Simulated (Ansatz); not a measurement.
Consider YN in the rock salt structure (space group Fm-3m, No. 225; a = 4.896 Å). Axes: x, y, z lie along the cube axes.

All numbers come from Ansatz (a first-principles code) r2SCAN, without spin-orbit coupling.

Base values:

| Property | Result |
|---|---|
| Pressure | 0.00 GPa |

Modification: compressive biaxial strain of 0.42 % in the plane normal to [111], as in epitaxy on a mismatched substrate; the out-of-plane cell vector and the atoms relax.

Task: Predict the new energy relative to the base.

Result: The energy increases by 0.6 meV/atom.

Task: Estimate the effect on the pressure.

Result: The pressure (mean of the normal stresses, compression positive) goes from zero to 1.10 GPa.

Whether these cells are dynamically stable was not tested.
